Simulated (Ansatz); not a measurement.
Input:

```xyz
8
Lattice="5.3122 0.0000 0.0000 -2.6561 4.6005 0.0000 0.0000 0.0000 9.1693" Properties=species:S:1:pos:R:3 pbc="T T T"
Sb     0.0000     3.0670     2.2923
Sb     2.6561     1.5335     6.8770
Na     0.0000     0.0000     2.2923
Na     0.0000     0.0000     6.8770
Na     0.0000     3.0670     5.3461
Na     2.6561     1.5335     0.7615
Na     0.0000     3.0670     8.4078
Na     2.6561     1.5335     3.8231
```

No spin polarisation.

The values are results of PBEsol (Ansatz, a first-principles code; PAW; 420 eV plane waves; scalar-relativistic without spin-orbit coupling), not measurements. Settings: 10×10×5 k-points, 0.05 eV Fermi–Dirac smearing.

Question: Predict the width of the top valence band, stress and band gap.

Answer: The width of the top valence band is 0.91 eV and the stress (xx, yy, zz, yz, xz, xy; compression positive) is (0.15, 0.15, 1.63, 0.00, 0.00, 0.00) GPa. The band gap is 0.55 eV.

Spin-orbit coupling, missing from the scalar runs, can matter with Sb. The cells carry an imposed strain or load. Stability against distortions was not tested. The cell was made from Na$_{3}$Sb (space group P6_3/mmc, No. 194) by this change: uniaxial strain ε_zz = −3.00 %.
